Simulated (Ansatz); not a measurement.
Results of PBE0 (Ansatz, a quantum-chemistry and plane-wave program, PAW) for antifluorite K2S.

Settings: plane-wave cutoff 500 eV, 6×6×6 k mesh, gaussian smearing 0.02 eV, scalar-relativistic PAW data made under PBE.

Cell (relaxed with PBEsol):

Space group Fm-3m (No. 225); a = 7.335 Å, b = 7.335 Å, c = 7.335 Å, α = 90.00°, β = 90.00°, γ = 90.00°

```
atom  site  symmetry       x       y       z
----  ----  --------  ------  ------  ------
K       8c      -43m  0.2500  0.2500  0.2500
S       4a      m-3m  0.0000  0.0000  0.0000
```
(The calculation used a cell of 3 atoms; values per cell refer to that cell.)

Problem. Predict the band gap.

Solution. 
band gap: 4.09 eV (on the SCF k mesh)

Note: cell and atoms aren't relaxed at this level (pressure 0.7 GPa).

Computed values are for the static lattice.

Cost on a shared machine: around 80 core-seconds (rough).
